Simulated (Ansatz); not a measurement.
**WC: response to strain**

Take WC (space group P-6m2, No. 187; a = 2.899 Å, c = 2.827 Å; relaxed with 0.1 eV smearing) as the base. Axes: x lies along a and z along c of the hexagonal cell.

Strains are applied to the cell and any free atomic positions relax.

The values are results of plane-wave PAW DFT at the PBEsol level (Ansatz, a quantum-chemistry and plane-wave program, 420 eV), scalar-relativistic without spin-orbit coupling, not measurements.

Notes on the quantities. pressure: mean of the normal stresses, compression positive; energy relative to the base: free energy F.

```tsv
case	pressure	energy relative to the base	shortest interatomic distance
base	0.0 GPa	0 meV/atom	2.191 Å
uniaxial strain ε_zz = −3.00 %	15.0 GPa	+30 meV/atom	2.164 Å
uniaxial strain ε_zz = −2.50 %	12.3 GPa	+21 meV/atom	2.168 Å
uniaxial strain ε_zz = −2.00 %	9.7 GPa	+13 meV/atom	2.173 Å
uniaxial strain ε_zz = −1.00 %	4.7 GPa	?	2.182 Å
uniaxial strain ε_zz = −0.50 %	?	+0.8 meV/atom	2.186 Å
uniaxial strain ε_zz = +0.50 %	-2.2 GPa	+0.8 meV/atom	2.195 Å
uniaxial strain ε_zz = +1.50 %	-6.5 GPa	+6.9 meV/atom	2.204 Å
uniaxial strain ε_zz = +2.50 %	-10.4 GPa	+19 meV/atom	2.214 Å
uniaxial strain ε_zz = +3.00 %	-12.3 GPa	+27 meV/atom	2.218 Å
```

### Question
Some entries are withheld; estimate them.

### Answer

- uniaxial strain ε_zz = −1.00 %, energy relative to the base: +3.2 meV/atom
- uniaxial strain ε_zz = −0.50 %, pressure: 2.3 GPa

Stability against distortions was not tested. The final runs are not spin-polarised.
